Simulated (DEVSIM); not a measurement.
Structure: Ni/SiO2/p-Si capacitor, at 250 K.

| layer (left to right) | material | thickness (nm) | Na (cm⁻³) |
|---|---|---|---|
| 1 | SiO2 | 18.0 | - |
| 2 | Si | 7600 | 5.7e15 |

Metal gate on the left, work function 5.1 eV. Fixed charge at the semiconductor interface 0 cm⁻² (in units of +e); no interface traps.

The device is made up for the run: typed textbook-type constants, with dimensions and the other settings drawn at random. Values at 300 K; Nc and Nv go as T^1.5, mobilities as T to minus their exponent, the gap by Varshni's rule with the affinity fixed.

| parameter | SiO2 | Si |
|---|---|---|
| gap (eV) | 9 | 1.124 |
| affinity (eV) | 0.9 | 4.05 |
| permittivity | 3.9 | 11.7 |
| Nc (cm⁻³) | - | 2.86e19 |
| Nv (cm⁻³) | - | 3.1e19 |
| Varshni α (eV/K) | - | 0.000473 |
| Varshni β (K) | - | 636 |

Model (solved in DEVSIM): 1D Poisson equation in equilibrium, Boltzmann statistics, complete ionisation; no quantum confinement or tunnelling. Metal contacts follow the ideal Schottky-Mott rule: no Fermi-level pinning, no interface dipoles.

Problem. Tabulate band edges, carrier densities and field at 0.7 V on the gate.

Solution. Energies count from the Fermi level of the right contact; mesh points crowd at the junctions.

| x (μm) | Ec (eV) | Ev (eV) | n (cm⁻³) | p (cm⁻³) | field (V/cm) |
|---|---|---|---|---|---|
| 0.000 | 3.500 | -5.500 | < 1e2 | < 1e2 | 83000 |
| 0.001626 | 3.514 | -5.487 | < 1e2 | < 1e2 | 83000 |
| 0.005226 | 3.543 | -5.457 | < 1e2 | < 1e2 | 83000 |
| 0.01186 | 3.599 | -5.401 | < 1e2 | < 1e2 | 83000 |
| 0.01667 | 3.639 | -5.361 | < 1e2 | < 1e2 | 83000 |
| 0.01812 | 0.500 | -0.636 | 1.8e9 | 3500000 | 28000 |
| 0.02005 | 0.505 | -0.631 | 1.4e9 | 4500000 | 28000 |
| 0.02771 | 0.526 | -0.610 | 5.4e8 | 1.2e7 | 27000 |
| 0.04397 | 0.569 | -0.568 | 7.5e7 | 8.6e7 | 25000 |
| 0.08458 | 0.665 | -0.472 | 870000 | 7.4e9 | 22000 |
| 0.1860 | 0.841 | -0.295 | 240 | 2.6e13 | 13000 |
| 0.5707 | 0.957 | -0.180 | < 1e2 | 5.7e15 | 24 |
| 1.400 | 0.957 | -0.179 | < 1e2 | 5.7e15 | ≈ 0 |
| 3.470 | 0.957 | -0.179 | < 1e2 | 5.7e15 | ≈ 0 |
| 6.377 | 0.957 | -0.179 | < 1e2 | 5.7e15 | ≈ 0 |
| 7.122 | 0.957 | -0.179 | < 1e2 | 5.7e15 | ≈ 0 |
| 7.420 | 0.957 | -0.179 | < 1e2 | 5.7e15 | ≈ 0 |
| 7.539 | 0.957 | -0.179 | < 1e2 | 5.7e15 | ≈ 0 |
| 7.595 | 0.957 | -0.179 | < 1e2 | 5.7e15 | ≈ 0 |
| 7.609 | 0.957 | -0.179 | < 1e2 | 5.7e15 | ≈ 0 |
| 7.615 | 0.957 | -0.179 | < 1e2 | 5.7e15 | ≈ 0 |
| 7.618 | 0.957 | -0.179 | < 1e2 | 5.7e15 | ≈ 0 |
